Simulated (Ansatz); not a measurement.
Ti3Al, response to strain

The reference is Ti$_{3}$Al (space group P6_3/mmc, No. 194; a = 5.687 Å, c = 4.608 Å). Axes: x lies along a and z along c of the hexagonal cell.

Strains are applied to the cell and any free atomic positions relax.

Levels (all Ansatz, a program for electronic structure, PAW, earlier PAW set): PBEsol (420 eV, no spin-orbit coupling); r2SCAN (500 eV, no spin-orbit coupling); PBEsol+SOC (420 eV, spin-orbit coupling included).

Pressures by level, all at the geometries relaxed with PBEsol:

| case | PBEsol | r2SCAN | PBEsol+SOC |
|---|---|---|---|
| base | 0.0 GPa | 3.3 GPa | 0.0 GPa |
| isotropic strain −0.25 % | 0.9 GPa | 4.3 GPa | 0.9 GPa |
| strain tensor (xx, yy, zz, yz, xz, xy) = (−1.47, −0.40, +0.56, −1.52, −1.04, −1.61) % | 1.7 GPa | 5.2 GPa | 1.7 GPa |

Single points use the geometry relaxed with PBEsol. Their cutoffs differ, which shifts pressures a little. The spin-orbit shifts are approximate. Whether these cells are dynamically stable was not tested. The runs without spin-orbit coupling are not spin-polarised.
